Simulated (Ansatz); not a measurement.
The reference is Al in the fcc (Cu type) structure (space group Fm-3m, No. 225; relaxed with 0.1 eV smearing).

```
CELL_PARAMETERS angstrom
      0.00000     1.99618     1.99618
      1.99618     0.00000     1.99618
      1.99618     1.99618     0.00000
ATOMIC_POSITIONS crystal
  Al 0.00000 0.00000 0.00000
```

Cartesian axes are those of the cell as printed.

Calculations: r2SCAN/PAW in Ansatz (a first-principles code), without spin-orbit coupling, earlier PAW set.

One thing is altered: tensile biaxial strain of 0.94 % in the plane normal to [001], as in epitaxy on a mismatched substrate; the out-of-plane cell vector and the atoms relax.

### Question
Estimate the effect on the in-plane stress, out-of-plane strain and energy relative to the base.

### Answer
The mean in-plane stress (compression positive) comes out as -1.2 GPa; the out-of-plane strain is -0.96 %; the energy rises by 1.1 meV/atom.

Whether these cells are dynamically stable was not tested.
